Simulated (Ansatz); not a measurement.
Base system: Zn in the hcp (Mg type) structure (space group P6_3/mmc, No. 194).

```
Zn
1.0
    2.64671     0.00000     0.00000
   -1.32336     2.29212     0.00000
    0.00000     0.00000     4.67807
Zn
2
Cartesian
  0.00000   1.52808   3.50855
  1.32336   0.76404   1.16952
```

Method: DFT with r2SCAN, PAW potentials and a 500 eV plane-wave cutoff in Ansatz (a program for electronic structure), no SOC, earlier PAW set.

Before the change:

| Quantity | Result |
|---|---|
| Largest site moment | 0.00 μB |
| Magnetic state | not spin-polarised |
| Volume per atom | 14.19 Å³ |

It is then changed as follows: every Zn is replaced by Fe, then cell and atoms are relaxed.

Q: What happens to the largest site moment?

A: The largest site moment goes from zero to 2.88 μB.

Q: Predict the new magnetic state.

A: The magnetic state changes from not spin-polarised to ferromagnetic.

Q: What happens to the volume per atom?

A: The volume per atom decreases by 1.99 Å³ (14.19 Å³ → 12.20 Å³).

Other magnetic orders, which the real material may have, were not ruled out. Stability against distortions was not tested. For Fe in this form, whether it has been made was not checked. This is not the structure that Fe has at room temperature and ambient pressure.
